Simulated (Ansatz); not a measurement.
ScAl3: response to strain

Start from ScAl₃ in the Cu3Au type structure (space group Pm-3m, No. 221; a = 4.072 Å; relaxed with 0.1 eV smearing).

Strains are applied to the cell and any free atomic positions relax.

Method: Ansatz (a quantum-chemistry and plane-wave program) PBEsol, no SOC.

Notes on the quantities. energy relative to the base: free energy F.

```json
[
 {"variant": "base", "pressure": "0.0 GPa", "energy relative to the base": "0 meV/atom", "shortest interatomic distance": "2.880 Å"},
 {"variant": "isotropic strain −3.00 %", "pressure": "10.0 GPa", "energy relative to the base": "+43 meV/atom", "shortest interatomic distance": "2.793 Å"},
 {"variant": "isotropic strain −2.40 %", "pressure": "7.7 GPa", "energy relative to the base": "+27 meV/atom", "shortest interatomic distance": "2.811 Å"},
 {"variant": "isotropic strain −1.80 %", "pressure": "5.6 GPa", "energy relative to the base": "+15 meV/atom", "shortest interatomic distance": "2.828 Å"},
 {"variant": "isotropic strain −1.20 %", "pressure": "3.6 GPa", "energy relative to the base": "+6.5 meV/atom", "shortest interatomic distance": "2.845 Å"},
 {"variant": "isotropic strain −0.60 %", "pressure": "1.7 GPa", "energy relative to the base": "+1.6 meV/atom", "shortest interatomic distance": "2.862 Å"}
]
```

Whether these cells are dynamically stable was not tested. The final runs are not spin-polarised.
